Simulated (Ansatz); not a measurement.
Ansatz (a first-principles code) run on the (001) slab of Ge2Mo (cut from a parent of space group no. 139; 6 atoms in the cell): self-consistent single point.

Method of the run: LDA (PW92), default PAW files made with PBE (plane waves; Ansatz).

The change in words: vacuum of 4 angstrom (first run: 14 Å). Reference geometry:
```yaml
crystal:
  lattice:
    - [3.33679, 0.00000, 0.00000]
    - [0.00000, 3.33679, 0.00000]
    - [0.00000, 0.00000, 20.77391]
  atoms:
    - { symbol: Ge, position: [0.50000, 0.50000, 0.66304] }
    - { symbol: Ge, position: [0.00000, 0.00000, 0.33696] }
    - { symbol: Mo, position: [0.00000, 0.00000, 0.59901] }
    - { symbol: Ge, position: [0.00000, 0.00000, 0.46502] }
    - { symbol: Ge, position: [0.50000, 0.50000, 0.53498] }
    - { symbol: Mo, position: [0.50000, 0.50000, 0.40099] }
```

Reference input (self-consistent single point, DFT, LDA (PW92), plane waves, default PAW files made with PBE): basis.ecutwfc = 420 eV; kpoints.mp_grid.grid = 9 9 1; hamiltonian.xc = lda; hamiltonian.pseudopotentials = {kind: paw} (the program's default PAW files); scf.occupations.method = gaussian; scf.occupations.width = 0.1 eV. This run's input differs from it in these lines:

Ansatz 0.2 input:
```diff
@@ -5,10 +5,10 @@
     - [0.00000000, 3.33679000, 0.00000000]
-    - [0.00000000, 0.00000000, 20.77391400]
+    - [0.00000000, 0.00000000, 10.77391600]
   atoms:
-    - { symbol: Ge, position: [0.50000000, 0.50000000, 0.66303900] }
-    - { symbol: Ge, position: [0.00000000, 0.00000000, 0.33696100] }
-    - { symbol: Mo, position: [0.00000000, 0.00000000, 0.59901100] }
-    - { symbol: Ge, position: [0.00000000, 0.00000000, 0.46501600] }
-    - { symbol: Ge, position: [0.50000000, 0.50000000, 0.53498400] }
-    - { symbol: Mo, position: [0.50000000, 0.50000000, 0.40098900] }
+    - { symbol: Ge, position: [0.50000000, 0.50000000, 0.81436600] }
+    - { symbol: Ge, position: [0.00000000, 0.00000000, 0.18563400] }
+    - { symbol: Mo, position: [0.00000000, 0.00000000, 0.69091000] }
+    - { symbol: Ge, position: [0.00000000, 0.00000000, 0.43254500] }
+    - { symbol: Ge, position: [0.50000000, 0.50000000, 0.56745500] }
+    - { symbol: Mo, position: [0.50000000, 0.50000000, 0.30909000] }
 basis:
```

Log, with long lists cut:

```
SCF iter   1: F=—  HF=-26547.496213 eV  |F-HF|=—  |Δ(HF+E_count)|=         —  Δρ=6.63e-3  dr2=8.54e-2  ethr=1.77e-3  ⟨swp⟩=6.7  Hψ=2701  notcnv=0
all-band conjugate gradients solve this SCF's bands
preconditioner: auto → LDOS
SCF iter   2: F=—  HF=-26547.482681 eV  |F-HF|=—  |Δ(HF+E_count)|=   1.35e-2  Δρ=3.07e-3  dr2=1.71e-2  ethr=1.02e-4  ⟨swp⟩=2.0  Hψ=1444  notcnv=0  defer=27
   [... lines left out ...]
SCF iter   5: F=—  HF=-26547.477878 eV  |F-HF|=—  |Δ(HF+E_count)|=   4.52e-5  Δρ=9.59e-5  dr2=1.91e-5  ethr=2.86e-7  ⟨swp⟩=2.0  Hψ=1232  notcnv=0  defer=27
SCF iter   6: F=—  HF=-26547.477878 eV  |F-HF|=—  |Δ(HF+E_count)|=   5.35e-7  Δρ=2.65e-5  dr2=1.14e-6  ethr=2.28e-8  ⟨swp⟩=2.0  Hψ=1232  notcnv=0  defer=27
SCF iter   7: F=—  HF=-26547.477878 eV  |F-HF|=—  |Δ(HF+E_count)|=   6.01e-8  Δρ=7.69e-6  dr2=1.66e-7  ethr=1.36e-9  ⟨swp⟩=2.0  Hψ=939  notcnv=0  defer=27
SCF iter   8: F=-26547.477878 eV  HF=-26547.477878 eV  |F-HF|=1.16e-8  |Δ(HF+E_count)|=   1.07e-8  Δρ=3.23e-6  dr2=1.43e-8  ethr=1.19e-10  ⟨swp⟩=10.3  Hψ=2945  notcnv=0
SCF 1 converged in 8 iterations: F = -26547.477878 eV  dr2 = 1.43e-8
Free energy (F): -26547.477878 eV
Internal energy: -26547.453871 eV  (E = F + TS)
E sigma→0 (E₀):  -26547.465875 eV
Entropy (-TS):   -0.024007 eV (-4.001 meV/atom)
Fermi energy:    11.392825 eV
--- Forces (eV/Å), atoms counted from 1 ---
  atom   1  Ge     0.00000000     0.00000000    -0.30050447
  atom   2  Ge     0.00000000     0.00000000     0.30050447
  atom   3  Mo     0.00000000     0.00000000    -0.61057139
  atom   4  Ge     0.00000000     0.00000000    -0.14759891
  atom   5  Ge     0.00000000     0.00000000     0.14759891
  atom   6  Mo     0.00000000     0.00000000     0.61057139
--- Stress (GPa, compression-positive) ---
       -9.981036       0.000000       0.000000
        0.000000      -9.981036       0.000000
        0.000000       0.000000      -7.830490
  P = ⅓ Tr σ = -9.2642 GPa (-92.642 kbar)
  The stress holds the Pulay correction. Without it, at fixed plane waves, as pw.x and ABINIT print it: P = -9.2910 GPa
```

The run converged in 8 iterations. Against the reference run the free energy goes down by 14.7 meV/atom and the largest force goes from 0.518 to 0.611 eV/Å.

The starting cell comes from a database of computed structures (which also holds hypothetical and non-ambient phases and stackings), without a prior relaxation at this level. The slab is cut from that crystal, and its faces are unrelaxed. Its lattice was rescaled by up to half a per cent. Spin polarisation is off.
